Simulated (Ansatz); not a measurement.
Consider ZnCu2SnS4 (space group I-4, No. 82; a = 5.317 Å, c = 10.643 Å).

The values are results of plane-wave PAW DFT at the LDA level (Ansatz, a quantum-chemistry and plane-wave program, 420 eV), no spin-orbit coupling, not measurements.

For the base:

* **Band gap**: 0.14 eV

Now apply this change: every lattice vector is shortened by 1.50 %, atoms relaxed at fixed cell.

Problem. What does the calculation give for the band gap, electron mass and energy relative to the base after the change?

Solution. The band gap rises by 0.13 eV (0.14 eV → 0.27 eV); the electron mass amounts to 0.063 mₑ (at Γ); the energy rises by 11 meV/atom.

The cells carry an imposed strain or load. Effective masses come from finite differences of ±0.01 Å⁻¹. No phonon test of stability was made. All final runs are without spin polarisation. The zero or small gap of ZnCu2SnS4 can change with the level of theory.
